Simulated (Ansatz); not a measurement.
The parent structure is ZnSe in the zinc blende structure (space group F-43m, No. 216; a = 5.5675 Å). Axes: x, y, z lie along the cube axes.

Structures relaxed with plane-wave PAW DFT at the LDA level (Ansatz, an electronic-structure program, 420 eV), without spin-orbit coupling.

Base:

Simulated powder pattern, Mo Kα, λ = 0.71073 Å (kinematic, ideal powder, no thermal factors, no anomalous dispersion; the 8 strongest lines at most, above 2 %, up to 2θ = 40°):

| 2θ (°) | I/Imax (%) | hkl |
|---|---|---|
| 12.69 | 100 | (111) |
| 20.80 | 81 | (220) |
| 24.44 | 51 | (311) |
| 29.58 | 14 | (400) |
| 32.31 | 21 | (331) |
| 36.44 | 28 | (422) |
| 38.74 | 15 | (511) |

After one change:

Simulated powder pattern, Mo Kα, λ = 0.71073 Å (kinematic, ideal powder, no thermal factors, no anomalous dispersion; the 8 strongest lines at most, above 2 %, up to 2θ = 40°):

```tsv
2θ (°)	I/Imax (%)
12.83	100
20.80	28
21.13	53
24.51	34
25.07	16
29.58	9.5
32.80	14
36.64	19
```

Question: What was done to the base?
A) uniaxial strain ε_zz = −1.50 %
B) uniaxial strain ε_zz = +1.50 %
C) uniaxial strain ε_zz = −3.00 %
D) uniaxial strain ε_zz = +3.00 %

Answer: C, uniaxial strain ε_zz = −3.00 %. Its volume per atom is 20.92 Å³ against 21.57 Å³, and its space group is I-4m2 (No. 119).

Whether these cells are dynamically stable was not tested.
